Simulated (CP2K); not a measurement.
Input and output of a self-consistent single point for PbO2 (P4_2/mnm, 6 atoms in the cell) (CP2K).

Level of theory: PBE, GPW, DZVP-MOLOPT-PBE-GTH basis, GTH-PBE potentials (POTENTIAL_UZH) (CP2K).

The change in words: lattice scaled by 0.98. Reference geometry:
```
CELL_PARAMETERS angstrom
      5.06289     0.00000     0.00000
      0.00000     5.06289     0.00000
      0.00000     0.00000     3.45536
ATOMIC_POSITIONS crystal
  Pb 0.00000 0.00000 0.00000
  Pb 0.50000 0.50000 0.50000
  O  0.30743 0.30743 0.00000
  O  0.69257 0.69257 0.00000
  O  0.19257 0.80743 0.50000
  O  0.80743 0.19257 0.50000
```

Reference input (self-consistent single point, DFT PBE, GPW, DZVP-MOLOPT-PBE-GTH basis, GTH-PBE potentials (POTENTIAL_UZH)): CUTOFF = 450 Ry; REL_CUTOFF = 60 Ry; SMEAR/METHOD = GAUSSIAN; SIGMA = 0.2 eV; KPOINTS/SCHEME = MONKHORST-PACK 5 5 7; XC_FUNCTIONAL = PBE; Pb/BASIS_SET = DZVP-MOLOPT-PBE-GTH-q4; Pb/POTENTIAL = GTH-PBE-q4; O/BASIS_SET = DZVP-MOLOPT-PBE-GTH-q6; O/POTENTIAL = GTH-PBE-q6; METHOD = GPW; EPS_DEFAULT = 1e-11. This run's input differs from it in these lines:

```diff
@@ -62,5 +62,5 @@
     &CELL
-      A 5.06289100 0.00000000 0.00000000
-      B 0.00000000 5.06289100 0.00000000
-      C 0.00000000 0.00000000 3.45536200
+      A 4.96163300 0.00000000 0.00000000
+      B 0.00000000 4.96163300 0.00000000
+      C 0.00000000 0.00000000 3.38625500
       PERIODIC XYZ
@@ -69,7 +69,7 @@
       Pb       0.00000000     0.00000000     0.00000000
-      Pb       2.53144550     2.53144550     1.72768100
-      O        1.55648458     1.55648458     0.00000000
-      O        3.50640642     3.50640642     0.00000000
-      O        0.97496092     4.08793008     1.72768100
-      O        4.08793008     0.97496092     1.72768100
+      Pb       2.48081650     2.48081650     1.69312750
+      O        1.52535483     1.52535483     0.00000000
+      O        3.43627817     3.43627817     0.00000000
+      O        0.95546167     4.00617133     1.69312750
+      O        4.00617133     0.95546167     1.69312750
     &END COORD
```

Output (repeated stretches shortened):

```
 SCF WAVEFUNCTION OPTIMIZATION

  Step     Update method      Time    Convergence         Total energy    Change
     1 NoMix/Diag. 0.20E+00      -     1.54716430       -71.2668503334 -7.13E+01
     2 Broy./Diag. 0.20E+00      -     0.17949422       -64.5132605144  6.75E+00
     3 Broy./Diag. 0.20E+00      -     0.23714948       -69.1338680857 -4.62E+00
     4 Broy./Diag. 0.20E+00      -     0.05211488       -71.5270192119 -2.39E+00
     5 Broy./Diag. 0.20E+00      -     0.04195566       -71.0168111112  5.10E-01
     6 Broy./Diag. 0.20E+00      -     0.00040410       -71.0808901015 -6.41E-02
   [... 4 lines left out ...]
    11 Broy./Diag. 0.20E+00      -     0.00000490       -71.0851442237  1.50E-05
    12 Broy./Diag. 0.20E+00      -     0.00000103       -71.0851508129 -6.59E-06
    13 Broy./Diag. 0.20E+00      -     0.00000121       -71.0851507094  1.04E-07
    14 Broy./Diag. 0.20E+00      -     0.00000019       -71.0851504985  2.11E-07
  *** SCF run converged in    14 steps ***

  Overlap energy of the core charge distribution:               0.00000012111600
  Self energy of the core charge distribution:               -180.42339509472353
  Core Hamiltonian energy:                                     50.47383554856458
  Hartree energy:                                              75.06055841868474
  Exchange-correlation energy:                                -16.19600338676851
  Smearing free energy correction:                             -0.00014610548224
  Fermi energy:                                                 0.13271840989475

  Total energy:                                               -71.08515049854903
  Total energy (extrapolated to sigma->0):                    -71.08507744580791

   [... lines left out ...]

 STRESS| Analytical stress tensor [bar]
 STRESS|                        x                   y                   z
 STRESS|      x        1.11558015644E+05   2.82801333225E+01   8.03101427982E-08
 STRESS|      y        2.82801333225E+01   1.11558008925E+05   7.65929709983E-08
 STRESS|      z        8.03101427982E-08   7.65929709983E-08   1.53003305631E+05
 STRESS| 1/3 Trace                                             1.25373110067E+05
```

The run converged in 14 iterations. Against the reference run the free energy rises by 43.5 meV/atom, the pressure goes from 3.46 to 12.54 GPa and the largest force goes from 0.041 to 0.089 eV/Å.

The starting cell comes from a database of computed structures (which also holds hypothetical and non-ambient phases and stackings), without a prior relaxation at this level. Its lattice was rescaled by a random factor within 2.5 % of one. For this run, on top of that: lattice scaled by 0.98. Values carry the incompleteness of an atom-centred basis. With a pressure of about 13 GPa the cell is away from its equilibrium volume at this level. The run gives no clean gap (levels at the Fermi energy touch, overlap or are partly filled at this smearing), which alone does not show that the compound is a metal.

Cost on one core of a shared machine: roughly 40 s.
